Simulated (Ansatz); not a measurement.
Consider the following.

End structure of a constructed model of the (111)A surface of 3C silicon carbide, Si-terminated, C trimer, 2x2 (bottom of the slab: 4 H on 4 bottom sites):

```
CELL_PARAMETERS angstrom
      6.19426     0.00000     0.00000
     -3.09713     5.36438     0.00000
      0.00000     0.00000    27.50000
ATOMIC_POSITIONS crystal
  C  0.00000 0.00000 0.33814
  C  0.50000 0.00000 0.33814
  C  0.00000 0.50000 0.33814
  C  0.50000 0.50000 0.33814
  Si 0.33333 0.16667 0.36113
  Si 0.83333 0.16667 0.36113
  Si 0.33333 0.66667 0.36113
  Si 0.83333 0.66667 0.36113
  C  0.33336 0.16664 0.43019
  C  0.83327 0.16664 0.43019
  C  0.33336 0.66673 0.43019
  C  0.83333 0.66667 0.42945
  Si 0.16667 0.33333 0.45312
  Si 0.66769 0.33539 0.45279
  Si 0.16461 0.83231 0.45279
  Si 0.66769 0.83231 0.45279
  C  0.16667 0.33333 0.52274
  C  0.66840 0.33681 0.52186
  C  0.16319 0.83160 0.52186
  C  0.66840 0.83160 0.52186
  Si 0.00015 0.00030 0.54561
  Si 0.50000 0.00000 0.54178
  Si 0.00015 0.49985 0.54561
  Si 0.49970 0.49985 0.54561
  C  0.00253 0.00506 0.61721
  C  0.50000 0.00000 0.60781
  C  0.00253 0.49747 0.61721
  C  0.49494 0.49747 0.61721
  Si 0.33905 0.16095 0.63716
  Si 0.82190 0.16095 0.63716
  Si 0.33905 0.67810 0.63716
  Si 0.83333 0.66667 0.63143
  H  0.00041 0.00082 0.29802
  H  0.50000 0.00000 0.29802
  H  0.00041 0.49959 0.29802
  H  0.49918 0.49959 0.29802
  C  0.42273 0.07727 0.69862
  C  0.42273 0.84546 0.69862
  C  0.65454 0.07727 0.69862
```

Model: 39-atom slab, 11.2 Å thick at the start with caps and adatoms (thin: gaps and levels are the slab's own), 5x5x1 mesh, Fermi-Dirac 0.025 eV, dipole correction, single point; on the structure that PBE left under its start's symmetry; no spin (no spin-polarised run to compare, though such a face may carry moments), no spin-orbit, no U. The slab shows no gap on its mesh. It is one candidate, not shown to be the stable structure of the face.

Q: Estimate the work function of the top face that Ansatz (an electronic-structure program) with r2SCAN, at the PBE geometry returns for this input.

A: 4.67 eV
